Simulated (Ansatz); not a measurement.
Base system: Ag in the hcp (Mg type) structure (space group P6_3/mmc, No. 194; a = 2.860 Å, c = 4.712 Å; relaxed with 0.1 eV smearing).

Calculations: plane-wave PAW DFT at the PBEsol level (Ansatz, a quantum-chemistry and plane-wave program, 420 eV), no SOC, earlier PAW set.

For the base:

| Property | Value |
|---|---|
| Pressure | 0.0 GPa |

The change: an isotropic linear strain of −0.53 %, atoms relaxed at fixed cell.

Q: Estimate the effect on the energy relative to the base and pressure.

A: The energy goes up by 1.6 meV/atom; the pressure (mean of the normal stresses, compression positive) goes from zero to 2.0 GPa.

Whether these cells are dynamically stable was not tested. This is not the structure that Ag has at room temperature and ambient pressure.
